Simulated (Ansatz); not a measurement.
Consider MoTe2 (space group P6_3/mmc, No. 194; a = 3.434 Å, c = 13.329 Å; layered, stacked along the Cartesian z axis). Axes: x lies along a and z along c of the hexagonal cell.

The values are results of DFT with PBEsol-D3(BJ), PAW potentials and a 420 eV plane-wave cutoff in Ansatz (a program for electronic structure), without spin-orbit coupling, not measurements.

It is then changed as follows: an isotropic linear strain of +3.00 %; the atoms relax in the strained cell.

Task: Predict the stress tensor and what it implies for the stiffness.

Result: Stress of the strained cell less that of the base (GPa, compression positive):
```
  -5.21    0.00    0.00
   0.00   -5.21    0.00
   0.00    0.00   -2.97
```

Then B = −ΔP/(ΔV/V₀) with ΔV/V₀ = 0.0927 gives secant stiffness values (nonlinear terms included at this strain): B (at held cell shape, above the free-shape value) ≈ 48 GPa.

As a check, the harmonic strain energy −½ V₀ Δσ:ε is 28 meV/atom; the computed energy rise is 32 meV/atom.

Whether these cells are dynamically stable was not tested.
